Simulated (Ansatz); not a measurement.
The reference is MoSe2 in the 2H-MoS2 type structure (space group P6_3/mmc, No. 194; a = 3.277 Å, c = 12.731 Å; layered, stacked along the Cartesian z axis).

Perturbation: the cell is scaled by 1.0133 in all directions, atoms relaxed at fixed cell.

All numbers come from plane-wave PAW DFT at the PBE-D3(BJ) level (Ansatz, a quantum-chemistry and plane-wave program, 420 eV), no spin-orbit coupling, earlier PAW set.

Base, band edges from the VBM (valence, conduction): K -0.29, 1.17; H -0.43, 1.17; M -0.87, 1.56; L -1.03, 1.58; A -0.16, 2.48; Γ 0.00, 2.47 eV.

Q: Give the band edges at the high-symmetry points of the new zone, measured from its valence-band maximum.

A: 
```json
[
 {"point": "Γ", "valence edge (eV)": "0.00", "conduction edge (eV)": "2.35"},
 {"point": "M", "valence edge (eV)": "-1.02", "conduction edge (eV)": "1.41"},
 {"point": "K", "valence edge (eV)": "-0.34", "conduction edge (eV)": "1.01"},
 {"point": "A", "valence edge (eV)": "-0.16", "conduction edge (eV)": "2.37"},
 {"point": "L", "valence edge (eV)": "-1.14", "conduction edge (eV)": "1.43"},
 {"point": "H", "valence edge (eV)": "-0.45", "conduction edge (eV)": "1.01"}
]
```

The gap is 0.81 eV, indirect, Γ → K–Γ (47 % along).

The cells carry an imposed strain or load. Whether these cells are dynamically stable was not tested.
